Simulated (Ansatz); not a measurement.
# Amorphous Si24O50Ge

The cell was made by melting and quenching with the CHGNet potential and then relaxed with DFT. O atoms were pushed apart under 1.9 Å during the dynamics, to hinder bonds among them. The hot cell started wider than the set density and was brought back towards it in steps. It is the lowest in DFT energy of 2 quenches. It is a model cell: composition and starting density were chosen by hand, and all elements were melted together. No dispersion term was used.

Methods: PBE, scalar-relativistic without spin-orbit coupling (Ansatz, a first-principles code); r2SCAN, scalar-relativistic without spin-orbit coupling (Ansatz); HSE06, scalar-relativistic without spin-orbit coupling (Ansatz). Geometry, pressure, stress and energy are those of the PBE run. Its sampling: a 2×2×2 Γ-centred mesh; Fermi-Dirac width 0.02 eV; no spin polarisation. Other functionals are single points at the zone centre (r2SCAN at 500 eV; exact exchange cut at the cell's faces), free to take moments where seeds were set.

```yaml
number_of_atoms_in_the_cell: 75
Density (volume relaxed, without dispersion): 2.32 g/cm^3
volume_per_atom: 14.76 Å³
Pressure on a 2×2×2 Γ-centred mesh: 0.01 GPa
Largest force and stress component on that mesh (the relaxation ran on the zone centre alone): 0.02 eV/Å and 0.0 GPa
Gap on a 2×2×2 Γ-centred mesh (PBE): 4.81 eV
Gap at the zone centre (PBE): 4.84 eV
Gap at the zone centre (r2SCAN): 5.58 eV
Gap at the zone centre (HSE06): 6.78 eV
```

Cut-offs for bonds: Si-Si 2.60 Å, Si-O 1.90 Å, Si-Ge 2.70 Å, O-O 1.58 Å, O-Ge 2.23 Å, Ge-Ge 2.81 Å. Two cations that share two anions don't count as bonded, nor two that share one unless they lie closer than Si-Si 2.38 Å, Si-Ge 2.47 Å, Ge-Ge 2.57 Å.

* **Mean coordination of Si by anions**: 4.00 (24 with 4)
* **Mean coordination of O**: 2.00 (50 with 2)
* **Mean coordination of Ge by anions**: 4.00 (1 with 4)
* **Mean Si-O bond**: 1.637 Å (spread 0.015 Å, 96 counted)
* **Mean O-Ge bond**: 1.771 Å (spread 0.010 Å, 4 counted)

Its density started from a set value of 2.27 g/cm³. The quench (nominally 320 K/ps over its main leg) was far faster than any real one, so the model tends to hold more defects than a real film. One small periodic cell is one sample of the glass; other quenches scatter about these values. Volume and shape were free in the relaxation.
